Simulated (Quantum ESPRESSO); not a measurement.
# Several settings converged on a (110) slab of TiAl (cut from a parent of space group no. 221; 6 atoms in the cell)

```
CELL_PARAMETERS angstrom
      3.16316     0.00000     0.00000
      0.00000     4.47339     0.00000
      0.00000     0.00000    18.47339
ATOMIC_POSITIONS crystal
  Ti 0.00000 0.00000 0.37892
  Al 0.50000 0.50000 0.37892
  Ti 0.00000 0.50000 0.50000
  Al 0.50000 0.00000 0.50000
  Ti 0.00000 0.00000 0.62108
  Al 0.50000 0.50000 0.62108
```

Base method: PBEsol, PseudoDojo standard norm-conserving (PBESOL) pseudopotentials (plane waves; Quantum ESPRESSO 7.5).

Base settings: ecutwfc = 85 Ry; occupations = smearing; smearing = gauss; degauss = 0.0073499 Ry; potentials = {Ti: Ti.upf, Al: Al.upf}; K_POINTS = automatic 5 4 1 0 0 0; conv_thr = 1e-10 Ry; mixing_beta = 0.4.

The count of work is k-points × plane waves × bands × iterations; it is no time. 

**The vacuum**

The mesh stays at the base's, so the ladder's end is converged at best in this setting alone.

Only quantities that move along the ladder and can be compared are tabulated.

```tsv
vacuum between outermost atoms (Å)	free energy less the last step's (meV/atom)	largest difference of a force vector from the last step's (eV/Å)	count of work / last
3.0	-219.76	0.593	0.20
5.0	-13.40	0.219	0.36
7.0	-0.20	0.020	0.30
14.0	0.00	0.000	0.54
30.0	0.00	0.000	1.0
```

Smallest vacuum between outermost atoms (Å) that holds the forces within 0.005 eV/Å of the last step, with all finer ones: 14.0; the step before is off by 0.020 eV/Å.

Smallest vacuum between outermost atoms (Å) that holds the free energy within 2 meV/atom of the last step, with all finer ones: 7.0, at 0.30 of the last step's count of work; the step before is off by 13 meV/atom.

**The k-point mesh**

Only quantities that move along the ladder and can be compared are tabulated.

```tsv
K_POINTS	free energy less the last step's (meV/atom)	largest difference of a force vector from the last step's (eV/Å)	count of work / last
automatic 2 2 1 0 0 0	-90.08	0.732	0.088
automatic 4 3 1 0 0 0	0.34	0.030	0.14
automatic 5 4 1 0 0 0	-6.76	0.028	0.14
automatic 17 12 1 0 0 0	0.00	0.000	1.0
```

Coarsest K_POINTS that holds the forces within 0.02 eV/Å: not settled: the last two steps still differ by 0.028 eV/Å, over half the tolerance, so the ladder does not show it.

Coarsest K_POINTS that holds the free energy within 5 meV/atom: not settled: the last two steps still differ by 6.8 meV/atom, over half the tolerance, so the ladder does not show it.

**The plane-wave cutoff**

The mesh stays at the base's, so the ladder's end is converged at best in this setting alone.

Only quantities that move along the ladder and can be compared are tabulated.

| ecutwfc | free energy less the last step's (meV/atom) | largest difference of a force vector from the last step's (eV/Å) | count of work / last |
|---|---|---|---|
| 42 Ry | 1027.76 | 0.081 | 0.11 |
| 59 Ry | 60.30 | 0.025 | 0.20 |
| 85 Ry | 0.71 | 0.000 | 0.35 |
| 170 Ry | 0.00 | 0.000 | 1.0 |

Coarsest ecutwfc that holds the forces within 0.02 eV/Å of the last step, with all finer ones: 85 Ry, at 0.35 of the last step's count of work; the step before is off by 0.025 eV/Å.

Coarsest ecutwfc that holds the free energy within 2 meV/atom of the last step, with all finer ones: 85 Ry, at 0.35 of the last step's count of work; the step before is off by 60 meV/atom.

On the base run: the starting cell comes from a database of computed structures (which also holds hypothetical and non-ambient phases and stackings), without a prior relaxation at this level. The slab is cut from that crystal, and its faces are unrelaxed. Its lattice was rescaled by up to half a per cent. Spin polarisation is off. Without a gap this mesh is coarse (it stands for a supercell whose shortest in-plane vector is 16 Å).
